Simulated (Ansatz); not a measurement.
## Effect of S → Si on hypothetical fluorite ZrS2

The reference is ZrS2 in the fluorite structure (space group Fm-3m, No. 225; a = 6.189 Å; a hypothetical phase, not in the database extracts checked).

Perturbation: full substitution S → Si; the structure is relaxed again.

The values are results of Ansatz (a quantum-chemistry and plane-wave program), PBEsol, PAW, cutoff 420 eV, no SOC, earlier PAW set, not measurements. k-mesh 13×13×13 (Γ-centred); smearing 0.05 eV (Fermi–Dirac).

The volume per atom goes up by 0.31 Å³ to 20.07 Å³ and the density shrinks by 0.288 g/cm³, from 4.35 g/cm³ to 4.07 g/cm³. The lattice parameter a goes up by 0.033 Å to 6.222 Å and the space group is still Fm-3m (No. 225). The shortest interatomic distance goes up by 0.014 Å, from 2.680 Å to 2.694 Å and the band gap remains zero.

Stability against distortions was not tested. As relaxed here, ZrSi2 is a hypothetical phase, not in the database extracts checked. The final runs are not spin-polarised. ZrSi2 has a high density of states at the Fermi level and may be magnetic at this level. The zero or small gap of ZrS2 can change with the level of theory.
